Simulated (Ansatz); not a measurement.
Al: tensor shear ε_xy = +2.00 %

The parent structure is Al in the fcc (Cu type) structure (space group Fm-3m, No. 225; a = 3.9839 Å; relaxed with 0.1 eV smearing). Axes: x, y, z lie along the cube axes.

Now apply this change: tensor shear ε_xy = +2.00 % (engineering shear γ = 0.0400), atoms relaxed at fixed cell.

All numbers come from LDA (Ansatz, a first-principles code; PAW; 420 eV plane waves; no spin-orbit coupling). Γ-centred 28×28×28 mesh, Fermi–Dirac width 0.1 eV.

The volume per atom hardly moves (15.81 Å³ against 15.80 Å³) and the space group changes from Fm-3m (No. 225) to Immm (No. 71). The shortest interatomic distance falls by 0.106 bohr to 5.217 bohr and the energy grows by 2.6 meV/atom. The pressure (mean of the normal stresses, compression positive) goes from zero to 0.2 GPa and the band gap remains zero. The stress (xx, yy, zz, yz, xz, xy; compression positive) comes out as (0.2, 0.2, 0.1, 0.0, 0.0, -1.4) GPa.

Cost of the whole job for the changed cell (relaxation, final SCF and bands): about 26 core-seconds (a rough figure).

The cells carry an imposed strain or load. Stability against distortions was not tested.
